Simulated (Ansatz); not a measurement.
A periodic model of amorphous Zr₂₀O₄₃Sc₂:

```xyz
65
Lattice="9.1917 0.1410 -0.0191 0.1410 9.6488 -0.3137 -0.0191 -0.3137 9.4349" Properties=species:S:1:pos:R:3 pbc="T T T"
Zr     2.9470     1.7224     1.8406
Zr     9.1220     8.3516    -0.1325
Zr     3.3674     8.2391     1.9794
Zr     4.7326     4.7696     1.0149
Zr     2.2574     1.5052     5.0132
Zr     8.6936     1.6210     2.8497
Zr     0.2448     9.0604     6.0867
Zr     3.1905     0.0971     7.8350
Zr     7.0921     6.6337     1.8249
Zr     6.2358     0.7992     0.8109
Zr     0.0084     1.4707     9.1905
Zr     8.2454     4.9945     8.3445
Zr     5.6802     2.9947     3.7823
Zr     2.9571     6.0646     8.5091
Zr     5.8703     9.4161     4.3267
Zr     8.2785     2.8628     5.8374
Zr     4.3319     5.9933     4.6584
Zr     1.3880     5.3141     5.6449
Zr     5.1255     2.8430     7.1756
Zr     6.1686     8.0857     7.2863
O      4.8665     4.0007     5.3722
O      6.7902     7.7897     3.4642
O      1.2075     3.2491     5.3478
O      4.2336     7.9793     3.8259
O      4.2495     0.0971     1.4773
O      6.5699     0.9315     3.0315
O      7.4427     8.7947     5.6452
O      8.5262     5.7868     3.1077
O      7.7574     3.1984     3.8379
O      4.3783     4.3923     8.3484
O      4.9815     9.3455     6.1505
O      5.9337     6.6282     5.9108
O      7.6005     2.2842     1.0708
O      2.1891     1.5156    -0.0366
O      8.4672     4.9470     6.0768
O      0.1904     3.8082     0.0169
O      8.9113     6.4566     0.7011
O      6.3235     1.8606     5.5731
O      6.6526     5.2230     0.3444
O      0.0104     0.8656     4.7462
O      5.0033     1.2062     8.6667
O      2.6877     4.9913     0.8613
O      0.4769     7.1614     5.3376
O      5.5559     5.0639     3.0566
O      4.0357     1.6432     4.0083
O      1.1605     5.5160     7.8185
O      0.0588     1.4580     7.1843
O      7.0776     8.4363     0.7837
O      7.8903     7.0139     7.8433
O      2.1189     0.2847     3.0575
O      2.4911     5.5166     3.8787
O      4.2156     7.8901     8.1143
O      7.5465     0.0035     8.6334
O      4.7117     2.8422     1.8089
O      4.6654     6.8115     1.2327
O      2.0198     7.6465     0.5518
O      1.1407     8.7741     7.8899
O      1.1484     2.7532     2.3866
O      0.0634     0.2432     1.3242
O      2.2745     9.4242     5.7138
O      7.1459     3.3589     7.5736
O      3.1861     5.9907     6.3822
O      3.3213     1.9242     6.7422
Sc     7.7965     6.6518     4.8663
Sc     0.8734     4.8229     1.7815
```

Method: PBE, scalar-relativistic without spin-orbit coupling (plane waves to 420 eV, PAW; Ansatz, a first-principles code).

It comes from a melt-quench run on a machine-learned potential (CHGNet), relaxed afterwards by DFT. O atoms were pushed apart under 1.9 Å during the dynamics, to hinder bonds among them. The hot cell started wider than the set density and was brought back towards it in steps. It is the lowest in DFT energy of 2 quenches. It is a model cell: composition and starting density were chosen by hand, and all elements were melted together. No dispersion term was used. Its density started from a set value of 5.17 and ended at 5.17 g/cm³. The simulated quench (nominally 450 K/ps over its main leg) is rapid and tends to freeze in more defects than a deposited or slowly cooled glass has. One small periodic cell is one sample of the glass; other quenches scatter about these values. The volume was held where the preparation left it and the shape relaxed, at a PBE pressure of -0.9 GPa (tension). Stress components on the final sampling reach 3.1 GPa. Cycles of charging lowered its energy after that relaxation.

Bonds are counted up to Zr-Zr 3.41 Å, Zr-O 2.60 Å, Zr-Sc 3.41 Å, O-O 1.58 Å, O-Sc 2.60 Å, Sc-Sc 3.41 Å. Two cations that share two anions don't count as bonded, nor two that share one unless they lie closer than Zr-Zr 3.32 Å, Zr-Sc 3.32 Å, Sc-Sc 3.32 Å.

**Question.** Give the coordination numbers, mean bond lengths and angles.

**Answer.** 
| Quantity | Value |
|---|---|
| Mean coordination of Zr by anions | 6.25 (1 with 5, 13 with 6, 6 with 7) |
| Mean coordination of O | 3.16 (1 with 2, 34 with 3, 8 with 4) |
| Mean coordination of Sc by anions | 5.50 (1 with 5, 1 with 6) |
| Mean Zr-O bond | 2.154 Å (spread 0.107 Å, 125 counted) |
| Mean O-Sc bond | 2.142 Å (spread 0.077 Å, 11 counted) |
| Bond angle at Zr | mean 102.5°, spread 28.7° |
| Bond angle at O | mean 113.8°, spread 18.2° |
| Bond angle at Sc | mean 103.1°, spread 27.6° |

**Question.** List the pairs of like atoms that count as bonded by the rules above.

**Answer.** There are none by these rules.
